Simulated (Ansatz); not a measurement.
The starting structures come from a database of crystals and need not be the phases stable at ambient conditions.

Inside the gap of an insulator the Bloch states are evanescent, with a wavenumber k + iκ along the transport direction.

Consider the following.

```
O2Te
1.0
    4.82587     0.00000     0.00000
    0.00000     7.65414     0.00000
    0.00000     0.00000     4.82587
Te O
4 8
Cartesian
  4.69437   0.00000   0.13150
  2.28143   1.91353   2.28143
  0.13150   3.82707   4.69437
  2.54444   5.74061   2.54444
  4.15271   6.24019   1.25444
  1.15850   0.49959   1.73977
  0.67316   2.41312   3.57143
  3.66737   4.32666   3.08610
  3.08610   7.15455   3.66737
  1.25444   5.24102   4.15271
  1.73977   3.32748   1.15850
  3.57143   1.41395   0.67316
```

The cell is taken as given; by r2SCAN it stands under a pressure of 0.7 GPa.

Transport runs along the normal of the first two printed cell vectors, the (100) plane of the conventional cell.

The gap is the functional's own. No spin-orbit coupling. Mid-gap values are those at the computed energy nearest the middle.

Give the band gap and the smallest decay constant κ at mid-gap that r2SCAN (Ansatz, a quantum-chemistry and plane-wave program) yields.

Gap 3.52 eV on a 6×4×6 mesh; κ = 0.415 1/Å, at (0.333, 0.000) of the in-plane reciprocal vectors. At the zone centre the slowest state has κ = 0.44 1/Å.
